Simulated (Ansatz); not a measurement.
# AlN (model structure, Fm-3m, No. 225, 6 atoms in the cell; like a known high-pressure phase)

All values below come from LDA in Ansatz (PAW).

Run with plane-wave cutoff 520 eV, 12×12×6 k mesh (along the axes of the cell as run), Fermi–Dirac smearing 0.01 eV, scalar-relativistic PAW data made under PBE.

Cell (relaxed at this level):

```yaml
crystal:
  lattice:
    - [2.83622, 0.00000, 0.00000]
    - [-1.41811, 2.45624, 0.00000]
    - [0.00000, 0.00000, 6.94727]
  atoms:
    - { symbol: Al, position: [0.66666, 0.00000, 0.66667] }
    - { symbol: Al, position: [0.00000, 0.66666, 0.33333] }
    - { symbol: Al, position: [0.33334, 0.33334, 0.00000] }
    - { symbol: N, position: [0.66667, 0.00000, 0.16667] }
    - { symbol: N, position: [0.00000, 0.66667, 0.83333] }
    - { symbol: N, position: [0.33333, 0.33333, 0.50000] }
```

```yaml
band_gap: 4.71 eV (on the SCF k mesh)
bulk modulus B0: 277 GPa
```

Note: the bulk modulus is −V dP/dV from two relaxed cells at ±2 % in volume.

Static lattice: no zero-point or thermal effects.

A model structure was made by putting elements into a prototype or built by hand; it is no filed structure, need not be a known phase, and can be a saddle point held by its symmetry.

Ansatz is an electronic-structure program.
